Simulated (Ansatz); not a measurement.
Take GaCuSe2 in the chalcopyrite structure (space group I-42d, No. 122; a = 5.5084 Å, c = 10.9615 Å) as the base.

Computed with LDA in Ansatz (plane waves to 420 eV, PAW, no SOC).

Before the change:

| Property | Value |
|---|---|
| Pressure | 0.00 GPa |

Perturbation: an isotropic linear strain of +3.00 %, atoms relaxed at fixed cell.

### Question
What happens to the pressure?

### Answer
The pressure (mean of the normal stresses, compression positive) goes from zero to -5.58 GPa.

### Question
Predict the new energy relative to the base.

### Answer
The energy rises by 37 meV/atom.

Whether these cells are dynamically stable was not tested. The final runs are not spin-polarised.

Ansatz is a quantum-chemistry and plane-wave program.
